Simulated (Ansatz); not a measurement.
**CuI (P4/nmm, No. 129, 4 atoms in the cell; start mp-22863; a measured phase of this formula has another space group)**

Computed with PBE0 (Ansatz, a program for electronic structure, plane waves, PAW).

Numerical settings: plane-wave cutoff 460 eV, 6×6×4 k mesh (along the axes of the cell as run), Fermi–Dirac smearing 0.01 eV, no spin polarisation, scalar-relativistic PAW data made under PBE.

Cell (relaxed with PBEsol):

Space group P4/nmm, origin choice 1 (No. 129); a = b = 4.0056 Å, c = 6.4798 Å, α = β = γ = 90.00°

```tsv
atom	site	symmetry	x	y	z
Cu	2a	-4m2	0.0000	0.0000	0.0000
I	2c	4mm	0.5000	0.0000	0.2611
```

| Item | Result |
|---|---|
| band gap | 3.63 eV (on the SCF k mesh) |

Note: cell and atoms aren't relaxed at this level (pressure 3.3 GPa); the cell has widely spaced layers and the level no dispersion term, so their spacing and the moduli can rest on weak binding.

Spin–orbit coupling is not included; with these elements it can move the gap by several tenths of an eV or more.

Cost on a shared machine: about 2.4 core-minutes (a rough figure).

A start named mp-… is a Materials Project structure, which need not be a measured phase.
